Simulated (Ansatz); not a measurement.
Response to strain in hypothetical P-3m1 Cd3N2

Consider Cd3N2 (space group P-3m1, No. 164; a = 3.6664 Å, c = 6.3705 Å; a hypothetical phase, not in the database extracts checked). Axes: x lies along a and z along c of the hexagonal cell.

Strains are applied to the cell and any free atomic positions relax.

Method: Ansatz (a quantum-chemistry and plane-wave program), PBEsol, PAW, cutoff 420 eV, no spin-orbit coupling.

Notes on the quantities. energy relative to the base: free energy F; pressure: mean of the normal stresses, compression positive.

```tsv
change	energy relative to the base	largest internal atomic displacement	volume per atom	pressure
base	0 meV/atom	–	14.83 Å³	0.0 GPa
isotropic strain +1.52 %	+9.9 meV/atom	0.021 Å	15.52 Å³	-4.4 GPa
isotropic strain +1.54 %	+10 meV/atom	0.021 Å	15.53 Å³	-4.4 GPa
tensor shear ε_yz = +0.89 %	+0.3 meV/atom	0.022 Å	14.83 Å³	0.0 GPa
```

Stability against distortions was not tested. All final runs are without spin polarisation.
